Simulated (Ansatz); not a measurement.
Cell and atoms of amorphous Zr20O45Ta2:

```xyz
67
Lattice="9.3917 0.0355 -0.0132 0.0355 9.3654 0.1265 -0.0132 0.1265 9.5499" Properties=species:S:1:pos:R:3 pbc="T T T"
Zr     7.5429     4.1478     6.0827
Zr     8.6293     3.6841     0.5114
Zr     7.3426     8.8763     2.9105
Zr     5.1518     5.8926     3.1272
Zr     0.1908     0.7622     5.0952
Zr     1.4855     7.3105     2.5610
Zr     1.1798     3.3823     7.4282
Zr     8.0806     7.7031     9.5344
Zr     4.0130     9.3351     3.2925
Zr     2.6315     5.4587     0.0869
Zr     5.2766     2.8213     4.0984
Zr     5.7740     5.2543     9.2871
Zr     7.0488     1.5611     7.8265
Zr     4.8361     8.3685     9.2753
Zr     4.8407     2.2157     0.9607
Zr     3.9289     5.2595     6.5151
Zr     1.6863     4.4027     3.9616
Zr     6.5687     7.7814     5.9127
Zr     3.9488     1.3791     6.8068
Zr     1.3037     9.0568     8.4793
O      3.5674     7.3542     3.1912
O      1.8387     9.2601     3.3311
O      6.7938     6.8695     2.9236
O      4.1187     0.0637     1.1203
O      3.0902     2.1309     2.2471
O      3.2150     3.3266     6.9022
O      3.3083     9.0539     8.0092
O      8.5096     3.3028     7.9997
O      8.2659     1.9509     5.9760
O      1.0986     0.9383     0.4811
O      4.0461     4.0592     9.5159
O      7.8011     5.4427     0.4517
O      9.0135     7.9157     1.7888
O      8.8497     0.9446     3.0296
O      5.7121     8.7182     4.2895
O      0.2732     3.3202     2.2307
O      5.1997     6.3751     5.3511
O      5.8252     2.4639     6.1433
O      0.3506     4.3338     5.8002
O      6.8282     2.7333     0.1994
O      5.8885     9.2757     7.1312
O      5.9897     4.7002     7.3609
O      2.4039     5.9150     5.3270
O      0.5106     6.2868     4.0475
O      1.1824     4.0062     9.3831
O      1.3198     2.3502     4.3065
O      1.1543     8.3911     6.1388
O      5.0286     1.5364     8.6139
O      0.1775     7.2771     8.1643
O      3.8119     4.2204     4.3240
O      1.8362     5.5133     7.5759
O      4.0808     6.3812     8.2414
O      6.7276     4.2403     4.3346
O      8.1526     8.6455     4.9395
O      6.4529     7.1590     8.4448
O      5.7707     1.3657     2.6893
O      8.0993     6.2186     6.2026
O      6.6756     8.8356     0.8235
O      1.5185     1.3790     7.0528
O      2.0543     7.4433     0.4659
O      5.3615     3.9896     2.1770
O      3.9048     1.2480     4.8217
O      2.1135     5.3219     2.1348
O      4.7672     6.4596     1.0162
O      8.4856     0.2394     8.3435
Ta     0.6801     6.5306     6.2173
Ta     1.2117     1.6000     2.2458
```

Computed with PBE, scalar-relativistic without spin-orbit coupling (plane waves to 420 eV, PAW; Ansatz, a quantum-chemistry and plane-wave program).

A CHGNet melt-quench gave the starting glass, which DFT then relaxed. O atoms were pushed apart under 1.9 Å during the dynamics, to hinder bonds among them. The hot cell started wider than the set density and was brought back towards it in steps. It is the lowest in DFT energy of 2 quenches. It is a model cell: composition and starting density were chosen by hand, and all elements were melted together. No dispersion term was used. Its density started from a set value of 5.58 and ended at 5.75 g/cm³. The simulated quench (nominally 300 K/ps over its main leg) is rapid and tends to freeze in more defects than a deposited or slowly cooled glass has. A cell of this size samples the disorder only roughly. Volume and shape were free in the relaxation. On a 2×2×2 Γ-centred mesh force components of up to 0.16 eV/Å stay, since the relaxation ran on the zone centre alone.

Bonds are counted up to Zr-Zr 3.41 Å, Zr-O 2.78 Å, Zr-Ta 3.27 Å, O-O 1.58 Å, O-Ta 2.60 Å, Ta-Ta 3.12 Å. Two cations that share two anions don't count as bonded, nor two that share one unless they lie closer than Zr-Zr 3.32 Å, Zr-Ta 3.18 Å, Ta-Ta 3.04 Å.

Q: Give the coordination numbers, mean bond lengths and angles.

A: 
```
Quantity                                                                   Result
---------------------------------  ----------------------------------------------
Mean coordination of Zr by anions  6.75 (1 with 5, 5 with 6, 12 with 7, 2 with 8)
Mean coordination of O                      3.29 (2 with 2, 28 with 3, 15 with 4)
Mean coordination of Ta by anions                       6.50 (1 with 6, 1 with 7)
Mean Zr-O bond                              2.191 Å (spread 0.158 Å, 135 counted)
Mean O-Ta bond                               2.053 Å (spread 0.110 Å, 13 counted)
Bond angle at Zr                                        mean 101.5°, spread 29.4°
Bond angle at O                                         mean 113.0°, spread 19.4°
Bond angle at Ta                                        mean 102.2°, spread 30.7°
```

Q: List the pairs of like atoms that count as bonded by the rules above.

A: There are none by these rules.
